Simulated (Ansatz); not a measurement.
**Response to strain in SrTiO3**

Take SrTiO$_{3}$ in the cubic perovskite structure (space group Pm-3m, No. 221) as the base.

```yaml
crystal:
  lattice:
    - [3.85418, 0.00000, 0.00000]
    - [0.00000, 3.85418, 0.00000]
    - [0.00000, 0.00000, 3.85418]
  atoms:
    - { symbol: Sr, position: [0.00000, 0.00000, 0.00000] }
    - { symbol: Ti, position: [0.50000, 0.50000, 0.50000] }
    - { symbol: O, position: [0.50000, 0.00000, 0.50000] }
    - { symbol: O, position: [0.00000, 0.50000, 0.50000] }
    - { symbol: O, position: [0.50000, 0.50000, 0.00000] }
```

Cartesian axes are those of the cell as printed.

Strains are applied to the cell and any free atomic positions relax; under biaxial strain the out-of-plane vector relaxes too.

All numbers come from plane-wave PAW DFT at the LDA level (Ansatz, a program for electronic structure, 420 eV), no SOC.

| biaxial strain, plane normal [111], relaxed out of plane (%) | out-of-plane strain (%) |
|---|---|
| -2.5 | 1.81 |
| -2 | ? |
| -1.5 | 1.06 |
| -1 | 0.70 |
| -0.5 | 0.34 |
| 0 | 0.00 |

Question: Fit ε⊥ = −νε + γε² (strains in %) to the rows shown and predict the withheld row.

Answer: Least squares on the printed values gives ν = 0.68 (the biaxial Poisson response) and γ = 0.018 (largest residual 0.00 %); this predicts 1.43 %, and the run gives 1.43 %, in agreement.

No phonon test of stability was made. The final runs are not spin-polarised. Many cubic perovskites are stable only at high temperature; tilts and polar distortions were not tested.
